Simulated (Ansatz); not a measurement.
Band structure of ZrNi2P2 (I4/mmm, 5 atoms in the cell).

```xyz
5
Lattice="-1.8883 1.8883 4.8794 1.8883 -1.8883 4.8794 1.8883 1.8883 -4.8794" Properties=species:S:1:pos:R:3 pbc="T T T"
Zr     0.0000     0.0000     0.0000
Ni     1.8883     0.0000     2.4397
Ni     0.0000     1.8883     2.4397
P      0.0000     0.0000     6.0285
P      0.0000     0.0000     3.7304
```

Level of theory: LDA (PW92), PAW files made with PBE (plane waves; Ansatz, a program for electronic structure).

Settings: kpoints.mp_grid.grid = 8 8 8; hamiltonian.xc = lda; hamiltonian.pseudopotentials = {kind: paw} (the program's default PAW files); scf.occupations.method = gaussian; scf.occupations.width = 0.02 Ry; kpoints.band_path.npoints = 8.

The starting cell comes from a database of computed structures (which also holds hypothetical and non-ambient phases and stackings), without a prior relaxation at this level. Its lattice was rescaled by a random factor within 2.5 % of one. Spin polarisation is off, so a magnetic state, if there is one, cannot be reached.

Levels in eV from the Fermi level, bands 26 to 33:
```
point     26     27     28     29     30    31    32    33
-----  -----  -----  -----  -----  -----  ----  ----  ----
Γ      -1.98  -1.61  -0.97  -0.23  -0.23  0.66  1.77  2.20
X      -2.05  -2.02  -0.92  -0.75   0.34  1.82  2.39  2.51
Y      -2.06  -1.91  -0.92  -0.77   0.35  1.59  2.06  2.57
S      -1.63  -1.60  -1.37   0.17   0.67  1.35  1.48  1.54
Z      -1.63  -0.97  -0.61   0.50   0.79  0.79  0.82  1.92
S1     -1.63  -1.60  -1.37   0.17   0.67  1.35  1.48  1.54
N      -2.43  -1.74  -0.43  -0.39   0.77  0.94  1.35  1.90
P      -2.04  -2.03  -0.82  -0.82  -0.01  2.23  2.39  2.60
Y1     -2.06  -1.91  -0.92  -0.77   0.35  1.59  2.06  2.57
```

Bands cross the Fermi level along this path, so the cell is metallic at this level.

Keys are those of Ansatz 0.2.
